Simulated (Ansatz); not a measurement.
Base system: PtS₂ in the CdI2 type structure (space group P-3m1, No. 164; a = 3.584 Å, c = 4.656 Å; layered, stacked along the Cartesian z axis).

Method: PBE-D3(BJ)/PAW in Ansatz (a quantum-chemistry and plane-wave program), scalar-relativistic without spin-orbit coupling.

One change was made to it. Results:

The shortest interatomic distance shrinks by 0.179 Å (2.395 Å → 2.216 Å); the c/a ratio shrinks by 0.177 to 1.122.

Problem. Name the change that was made.
A) pressure 50 GPa
B) pressure 3 GPa
C) pressure 100 GPa

Solution. C, pressure 100 GPa. For comparison, the shortest interatomic distance in the other runs: pressure 50 GPa gives 2.281 Å; pressure 3 GPa gives 2.386 Å.

Load acts through the strain it causes; cell and atoms are relaxed under it. Stability against distortions was not tested. No other phases were tried under pressure. All final runs are without spin polarisation.
